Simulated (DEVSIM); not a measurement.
Device: Schottky contact on n-type ZnO, at 300 K.

Layer 1 from the left is ZnO, thickness (μm) 0.870, Nd (cm⁻³) 1.6e17, τn (s) 8e-9, τp (s) 8e-9.

Left contact: Schottky, work function 6.06 eV, emission velocity 1.1e7 cm/s. Right contact: ohmic. Voltage is applied to the left contact. Recombination: SRH at mid-gap, radiative, Auger. Mobility is constant in doping.

The device is made up for the run: typed textbook-type constants, with dimensions and the other settings drawn at random. Values at 300 K.

ZnO: gap (eV) 3.37, affinity (eV) 4.5, permittivity 8.7, Nc (cm⁻³) 3.7e18, Nv (cm⁻³) 1.8e19, μn (cm²/Vs) 200, μp (cm²/Vs) 20, B (cm³/s) 1e-10, Cn (cm⁶/s) 1e-31, Cp (cm⁶/s) 1e-31.

DEVSIM, 1D drift-diffusion, Boltzmann statistics, complete ionisation; no tunnelling, impact ionisation, image-force lowering or self-heating. Metal contacts follow the ideal Schottky-Mott rule: no Fermi-level pinning, no interface dipoles.

Dark forward current:

| |V| (V) | |J| (A/cm²) |
|---|---|
| 0.40 | 1.755e-13 |
| 0.45 | 1.208e-12 |
| 0.50 | 8.320e-12 |
| 0.55 | 5.726e-11 |
| 0.60 | 3.939e-10 |
| 0.65 | 2.709e-9 |
| 0.70 | 1.862e-8 |
| 0.75 | 1.279e-7 |
| 0.80 | 8.774e-7 |
| 0.85 | 6.015e-6 |
| 0.90 | 4.119e-5 |
| 0.95 | 0.0002816 |
| 1.00 | 0.001922 |
| 1.05 | 0.01309 |
| 1.10 | 0.08883 |
| 1.15 | 0.6000 |
| 1.20 | 4.017 |
| 1.25 | 26.28 |
| 1.30 | 157.5 |
| 1.35 | 707.2 |
| 1.40 | 1982 |
| 1.45 | 3842 |

Problem. Work out the local ideality factor n = ΔV / (kT/q · ln(J2/J1)) between the rows 0.40 and 0.45 V, 0.45 and 0.50 V, 1.40 and 1.45 V.

Solution. kT/q = 25.85 mV. From 0.40 to 0.45 V: ln(1.208e-12/1.755e-13) = 1.929, n = 1.00, near the 1 of diffusion or emission over a barrier. From 0.45 to 0.50 V: ln(8.320e-12/1.208e-12) = 1.930, n = 1.00, near the 1 of diffusion or emission over a barrier. From 1.40 to 1.45 V: ln(3842/1982) = 0.662, n = 2.92; the layers' resistance at their doping, Σ W/(qμN) = 1.7e-5 Ω cm², would take 32 mV of this step of 50 mV.

Problem. Estimate the current at 0.80 V for emission alone, J0 = q v N_band exp(−φB/kT), and read the barrier back from the simulated current.

Solution. φB = 1.560 eV, N_band = 3.70e18 cm⁻³, J0 = 4.03e-20 A/cm²; J = J0 (exp(qV/kT) − 1) = 1.11e-6 A/cm². The simulation gives 8.77e-7 A/cm²; the estimate lies 27 % above. Read backwards, the simulated current gives an apparent barrier of 1.566 eV. The estimate leaves out transport through the depletion region and minority injection.
